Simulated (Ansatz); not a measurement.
Relaxation of the outer planes of the (221) surface of rock-salt SnTe in its 1x1 cell (cut with top plane Sn + Te, bottom plane Sn + Te), outermost plane spacing 1.07 Å in the ideal cut.

Calculation: PBE (plane waves to 420 eV, PAW; Ansatz, an electronic-structure program).

Set-up: 22 atoms, Sn11Te11, 10.7 Å thick at the start; mesh 6x2x1; 0.025 eV smearing; dipole correction on; all atoms relaxed; symmetry of the start imposed; no spin, no spin-orbit, no U.

| plane | atoms | bulk spacing to the next (Å) | relaxed spacing (Å) | change (%) | rumpling (Å) |
|---|---|---|---|---|---|
| 1 | Sn + Te | 1.068 | 0.926 | -13.4 | 0.28 (Te outermost) |
| 2 | Sn + Te | 1.068 | 0.914 | -14.4 | 0.07 (Te outermost) |
